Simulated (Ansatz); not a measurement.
Take BP in the zinc blende structure (space group F-43m, No. 216; a = 4.520 Å) as the base. Axes: x, y, z lie along the cube axes.

Now apply this change: tensile biaxial strain of 1.74 % in the plane normal to [111], as in epitaxy on a mismatched substrate; the out-of-plane cell vector and the atoms relax.

Levels (all Ansatz, a quantum-chemistry and plane-wave program, PAW): PBEsol (420 eV, no spin-orbit coupling); r2SCAN (500 eV, no spin-orbit coupling); HSE06 (420 eV, without spin-orbit coupling).

One geometry, relaxed with PBEsol, under each level:

```csv
level,band gap,lowest conduction level above the VBM at special points,hole mass,pressure
PBEsol,1.03 eV,F 1.09 eV; S₂ 2.06 eV; S₀ 2.06 eV; Γ 3.12 eV,"0.15 mₑ out of plane, 0.53 mₑ in plane (at Γ)",-4.91 GPa
r2SCAN,1.31 eV,F 1.37 eV; S₂ 2.40 eV; S₀ 2.40 eV; Γ 3.35 eV,"0.14 mₑ out of plane, 0.51 mₑ in plane (at Γ)",-3.24 GPa
HSE06,…,…,–,–
```

Problem. Give the withheld HSE06 results.

Solution. 
- HSE06, band gap: 1.86 eV
- HSE06, lowest conduction level above the VBM at special points: F 1.93 eV; S₂ 2.96 eV; S₀ 2.96 eV; Γ 4.08 eV

Single points use the geometry relaxed with PBEsol. Their cutoffs differ, which shifts pressures a little. HSE06 was sampled on its mesh, a few special points and the semilocal edge points, so its gap is an upper bound. Masses are band curvatures over ±0.01 Å⁻¹ around the edge. Whether these cells are dynamically stable was not tested. k-point labels follow each cell's own Brillouin zone.
